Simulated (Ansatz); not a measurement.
Adsorption energy and surface dipole of H on the 1x1 (0001) surface of hcp Co, ferromagnetic, one in a 2x1 cell, started at the site 'hollow Co-Co-Co', worked from the runs' numbers; total energies count from the potentials' own zero.

Method: PBE (plane waves to 420 eV, PAW; Ansatz, a program for electronic structure).

Set-up: 9 atoms, 6.0 Å thick at the start under the adsorbate (thin: gaps and levels are the slab's own); mesh 7x14x1; 0.1 eV smearing; dipole correction on; 4 atoms held, the rest relaxed; start symmetry kept, larger cells not searched; spin-polarised, no spin-orbit, no U, no dispersion correction. At the end it is bonded to 3 Co. In PBE it is, or lies within 0.03 eV of, the lowest of the starts that converged.

| quantity | value |
|---|---|
| slab with the adsorbate | -41022.741 eV |
| clean slab, same cell and mesh | -41006.349 eV |
| reference, ½ H2(g) | -15.872 eV |
| area of the cell | 10.76 Å² |
| change of the step from the bottom to the top vacuum level | -0.039 eV |

Problem. What is the adsorption energy against this reference?

Solution. E(slab + adsorbate) − E(slab) − E(reference) = -0.52 eV, so in this state the adsorbate is more stable than in the reference, at a coverage of 9.29 a nm².
